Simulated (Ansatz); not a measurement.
BaAl₄ (I4/mmm, No. 139) was calculated with rVV10 in Ansatz (plane waves, PAW).

Numerical settings: plane-wave cutoff 520 eV, 18×18×18 k mesh, Fermi–Dirac smearing 0.05 eV, scalar-relativistic PAW data made under PBE.

Shape and atoms are relaxed at each volume.

Pressure at four volumes; x = ln(V/23.735 Å³). One pressure is withheld.

| V (Å³/atom) | x | P (GPa) |
|---|---|---|
| 22.785 | -0.0408 | ? |
| 23.260 | -0.0202 | 1.06 |
| 23.735 | 0.0000 | 0.00 |
| 24.684 | 0.0392 | -1.80 |

Task: Pass a parabola P(x) through the three rows shown, estimate the bulk modulus and its pressure derivative near zero pressure, and predict the withheld pressure.

Result: Slopes between the rows: (0.00 − (1.06))/(0.0000 − (-0.0202)) = -52.48 and (-1.80 − (0.00))/(0.0392 − (0.0000)) = -45.92 GPa. Their difference over the span 0.0594 is c = 6.56/0.0594 = 110.4 GPa, so P(x) = 1.06 + (-52.48)(x − (-0.0202)) + 110.4 (x − (-0.0202))(x − (0.0000)). At the middle row B = −dP/dx = −[-52.48 + 110.4 × 0.0202] = 50.2 GPa, and B′ = dB/dP = 2c/B = 4.4. At x = -0.0408 the parabola gives 2.23 GPa; the run gives 2.24 GPa. The Birch–Murnaghan fit to the energies at all volumes has B0 = 50.2 GPa and B′ = 4.4.

Spin–orbit coupling is not included.

Ansatz is an electronic-structure program.
